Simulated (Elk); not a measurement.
Input and output of a self-consistent single point for Ga (Cmce, 4 atoms in the cell) (Elk).

Level of theory: LDA (PW92), all-electron FP-LAPW, Elk's shipped species files, default APW+lo basis in Elk 10.2.4.

```
CELL_PARAMETERS angstrom
      2.19253    -3.75872     0.00000
      2.19253     3.75872     0.00000
      0.00000     0.00000     4.50721
ATOMIC_POSITIONS crystal
  Ga 0.65570 0.34430 0.41540
  Ga 0.34430 0.65570 0.58460
  Ga 0.84430 0.15570 0.91540
  Ga 0.15570 0.84430 0.08460
```

Reference input (self-consistent single point, DFT, PBE, all-electron FP-LAPW, Elk's shipped species files, default APW+lo basis): xctype = 20; rgkmax = 7; stype = 0; swidth = 0.00999582 Ha; ngridk = 7 7 6. This run's input differs from it in these lines:

```diff
@@ -4,3 +4,3 @@
 xctype
-  20
+  3
```

Log, with long lists cut:

```
│ Self-consistent loop started │
│ Loop number : 1 │
 total energy                :     -7764.80186749
│ Loop number : 2 │
 total energy                :     -7764.98532149
RMS change in Kohn-Sham potential (target) :   0.4375755209E-01 (  0.1000000000E-05)
Absolute change in total energy (target)   :   0.1834539968     (  0.1000000000E-03)
│ Loop number : 3 │
 total energy                :     -7765.40436259
RMS change in Kohn-Sham potential (target) :   0.3857280421E-01 (  0.1000000000E-05)
Absolute change in total energy (target)   :   0.4649046052     (  0.1000000000E-03)
│ Loop number : 4 │
   [... lines left out ...]
Absolute change in total energy (target)   :   0.1842504716E-02 (  0.1000000000E-03)
│ Loop number : 12 │
 total energy                :     -7765.31213892
RMS change in Kohn-Sham potential (target) :   0.1002825559E-05 (  0.1000000000E-05)
Absolute change in total energy (target)   :   0.2283588865E-03 (  0.1000000000E-03)
│ Loop number : 13 │
 total energy                :     -7765.31209194
RMS change in Kohn-Sham potential (target) :   0.2996577984E-06 (  0.1000000000E-05)
Absolute change in total energy (target)   :   0.1011380846E-04 (  0.1000000000E-03)
Convergence targets achieved

│ Loop number : 14 │

Energies :
 Fermi                       :     0.210662089451
 total energy                :     -7765.31207785

Density of states at Fermi energy :    20.44822865
 (states/Hartree/unit cell)

Estimated indirect band gap :   0.2155044975E-02
 from k-point     25 to k-point     11
Estimated direct band gap   :   0.2729780829E-02
 at k-point     49

Charges :
 core                        :    72.00000000
 valence                     :    52.00000000
 interstitial                :    5.903992060
 muffin-tins (core leakage)
  species :    1 (Ga)
   atom    1                 :    29.52400198     (  0.1302346134E-02)
   atom    2                 :    29.52400198     (  0.1302346134E-02)
   atom    3                 :    29.52400198     (  0.1302346134E-02)
   atom    4                 :    29.52400198     (  0.1302346134E-02)
 total in muffin-tins        :    118.0960079
 total calculated charge     :    123.9743358
 total charge                :    124.0000000
 error                       :   0.2566420191E-01

│ Self-consistent loop stopped │
```

The run converged in 14 iterations. The count includes the last loop, which Elk runs after its targets are met. 

The starting cell comes from a database of computed structures (which also holds hypothetical and non-ambient phases and stackings), without a prior relaxation at this level. Its lattice was rescaled by a random factor within 2.5 % of one. Values depend on the basis (sphere radii, cutoffs, local orbitals), which need not be converged. The log's line on a gap gives a spacing of levels on this mesh, which the program prints for metals too.

Cost on one core of a shared machine: roughly 40 s.
